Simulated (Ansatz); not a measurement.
Band structure of Al2Cu (I4/mmm, 3 atoms in the cell).

```
CELL_PARAMETERS angstrom
     -2.03034     2.03034     2.85109
      2.03034    -2.03034     2.85109
      2.03034     2.03034    -2.85109
ATOMIC_POSITIONS crystal
  Al 0.75000 0.25000 0.50000
  Al 0.25000 0.75000 0.50000
  Cu 0.50000 0.50000 0.00000
```

Level of theory: PBEsol, default PAW files made with PBE (plane waves; Ansatz, a first-principles code).

Settings: kpoints.mp_grid.grid = 9 9 9; hamiltonian.xc = pbesol; hamiltonian.pseudopotentials = {kind: paw} (the program's default PAW files); scf.occupations.method = gaussian; scf.occupations.width = 0.05 eV; kpoints.band_path.npoints = 8.

The starting cell comes from a database of computed structures (which also holds hypothetical and non-ambient phases and stackings), without a prior relaxation at this level. Spin polarisation is off.

Levels in eV from the Fermi level, bands 10 to 16:
| point | 10 | 11 | 12 | 13 | 14 | 15 | 16 |
|---|---|---|---|---|---|---|---|
| Γ | -3.98 | 2.89 | 2.89 | 2.94 | 2.96 | 3.04 | 3.04 |
| X | -3.82 | -3.73 | -1.99 | -1.93 | 0.48 | 1.55 | 9.03 |
| Y | -3.78 | -3.56 | -3.56 | -2.42 | 4.07 | 4.31 | 5.03 |
| S | -3.96 | -3.76 | -3.14 | -1.35 | 1.21 | 4.32 | 6.64 |
| Z | -3.82 | -3.71 | -2.01 | -2.01 | 0.40 | 1.50 | 9.04 |
| S1 | -3.96 | -3.76 | -3.14 | -1.35 | 1.21 | 4.32 | 6.64 |
| N | -3.92 | -3.92 | 0.60 | 0.66 | 2.98 | 3.01 | 3.88 |
| P | -3.80 | -3.57 | -3.57 | -2.41 | 4.26 | 4.26 | 5.14 |
| Y1 | -3.78 | -3.56 | -3.56 | -2.42 | 4.07 | 4.31 | 5.03 |

Bands cross the Fermi level along this path, so the cell is metallic at this level.

Keys are those of Ansatz 0.2.
